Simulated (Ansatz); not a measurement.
## Element substitutions in Hf

The parent structure is Hf in the hcp (Mg type) structure (space group P6_3/mmc, No. 194; a = 3.1978 Å, c = 5.0474 Å).

Each row replaces one element on all its sites; cell and atoms are relaxed.

The values are results of r2SCAN in Ansatz (plane waves to 500 eV, PAW, scalar-relativistic without spin-orbit coupling), earlier PAW set, not measurements.

```
variant  lattice parameter a  c/a ratio
-------  -------------------  ---------
base                319.8 pm      1.578
Hf → W              275.6 pm      1.799
Hf → Al                  ___      1.653
Hf → Lu                  ___      1.556
Hf → Zr             324.6 pm      1.587
```

Q: What belongs in the blanks?

A: 
- Hf → Al, lattice parameter a: 281.7 pm
- Hf → Lu, lattice parameter a: 350.4 pm

No phonon test of stability was made. For W and Al in this form, whether it has been made was not checked. The final runs are not spin-polarised. This is not the structure that W has at room temperature and ambient pressure. This is not the structure that Al has at room temperature and ambient pressure.

Ansatz is a program for electronic structure.
